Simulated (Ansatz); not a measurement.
Candidates (primitive cells; geometry: cell and atoms relaxed with PBEsol):
A. Li2S (Fm-3m), a = b = c = 3.999 Å, α = β = γ = 60.00°
B. LiH (Fm-3m), a = b = c = 2.8142 Å, α = β = γ = 60.00°
C. LiF (Fm-3m), a = b = c = 2.834 Å, α = β = γ = 60.00°
D. Li2O (Fm-3m), a = 3.238 Å, b = 3.238 Å, c = 3.238 Å, α = 60.00°, β = 60.00°, γ = 60.00°
E. LiCl (Fm-3m), a = 3.5809 Å, b = 3.5809 Å, c = 3.5809 Å, α = 60.00°, β = 60.00°, γ = 60.00°

**Question.** Put the candidates in order of hole conductivity mass, highest first, for PBEsol, rigid bands (Ansatz, a program for electronic structure).

**Answer.** C (3.5 mₑ), D (2.1 mₑ), E (1.67 mₑ), A (1.12 mₑ), B (0.40 mₑ)

Masses are for dilute carriers at 300 K, harmonic means over directions unless an axis is named. Spin-orbit coupling is left out.

Formula and space group known from diffraction (Crystallography Open Database), not checked to be the room-temperature form: Li2S (Fm-3m).
